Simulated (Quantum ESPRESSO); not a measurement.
A self-consistent single point of LuC2 (P1, 3 atoms in the cell) with Quantum ESPRESSO.

Computed with PBEsol, PSlibrary ultrasoft (PBE) pseudopotentials (plane waves; Quantum ESPRESSO).

The change in words: lattice scaled by 0.98. Reference geometry:
```yaml
crystal:
  lattice:
    - [-1.77805, 2.33676, 2.43151]
    - [1.77805, -2.33676, 2.43151]
    - [1.77805, 2.33676, -2.43151]
  atoms:
    - { symbol: Lu, position: [0.99730, 0.99723, 0.99969] }
    - { symbol: C, position: [0.64325, 0.50453, 0.14822] }
    - { symbol: C, position: [0.35945, 0.49824, 0.85209] }
```

Reference input (self-consistent single point, DFT, PBEsol, plane waves, PSlibrary ultrasoft (PBE) pseudopotentials): ecutwfc = 50 Ry; ecutrho = 400 Ry; occupations = smearing; smearing = gauss; degauss = 0.019992 Ry; input_dft = pbesol; potentials = {Lu: Lu.pbe-spdn-rrkjus_psl.1.0.0.UPF, C: C.pbe-n-rrkjus_psl.1.0.0.UPF}; K_POINTS = automatic 7 8 8 0 0 0; conv_thr = 1e-11 Ry; mixing_beta = 0.4. This run's input differs from it in these lines:

```diff
@@ -27,5 +27,5 @@
 CELL_PARAMETERS {angstrom}
-  -1.7780450000     2.3367550000     2.4315050000
-   1.7780450000    -2.3367550000     2.4315050000
-   1.7780450000     2.3367550000    -2.4315050000
+  -1.7424840000     2.2900200000     2.3828750000
+   1.7424840000    -2.2900200000     2.3828750000
+   1.7424840000     2.2900200000    -2.3828750000
 ATOMIC_POSITIONS {crystal}
```

Output, abridged:

```
     Self-consistent Calculation

     iteration #  1     ecut=    50.00 Ry     beta= 0.40

     total energy              =    -149.26944543 Ry
     estimated scf accuracy    <       0.46776966 Ry

     iteration #  2     ecut=    50.00 Ry     beta= 0.40

     total energy              =    -149.34266339 Ry
     estimated scf accuracy    <       0.01786128 Ry

     iteration #  3     ecut=    50.00 Ry     beta= 0.40

     total energy              =    -149.34442626 Ry
     estimated scf accuracy    <       0.00510065 Ry

   [... 8 blocks of this kind left out ...]

     iteration # 12     ecut=    50.00 Ry     beta= 0.40

     total energy              =    -149.34520822 Ry
     estimated scf accuracy    <          3.5E-11 Ry

     iteration # 13     ecut=    50.00 Ry     beta= 0.40
     End of self-consistent calculation

     Number of k-points >= 100: set verbosity='high' to print the bands.

     the Fermi energy is    11.5447 ev

!    total energy              =    -149.34520822 Ry
     estimated scf accuracy    <          2.5E-12 Ry
     smearing contrib. (-TS)   =      -0.00250520 Ry
     internal energy E=F+TS    =    -149.34270302 Ry

     convergence has been achieved in  13 iterations

     Forces acting on atoms (cartesian axes, Ry/au):

     atom    1 type  1   force =     0.00033369    0.00040391    0.00817303
     atom    2 type  2   force =    -0.00527454   -0.02701488   -0.00051682
     atom    3 type  2   force =     0.00494085    0.02661097   -0.00765621

     Total force =     0.040201     Total SCF correction =     0.000001

          total   stress  (Ry/bohr**3)                   (kbar)     P=        6.77
   0.00016834   0.00005963   0.00000028           24.76        8.77        0.04
   0.00005963  -0.00009142   0.00001665            8.77      -13.45        2.45
   0.00000028   0.00001665   0.00006106            0.04        2.45        8.98

   JOB DONE.
```

The run converged in 13 iterations. Against the reference run the free energy drops by 19.6 meV/atom, the pressure goes from -8.37 to 0.68 GPa and the largest force goes from 1.749 to 0.723 eV/Å.

The starting cell comes from a database of computed structures (which also holds hypothetical and non-ambient phases and stackings), without a prior relaxation at this level. Its atoms were displaced at random from the sites of space group no. 71. For this run, on top of that: lattice scaled by 0.98.

Cost on one core of a shared machine: roughly 3 min.
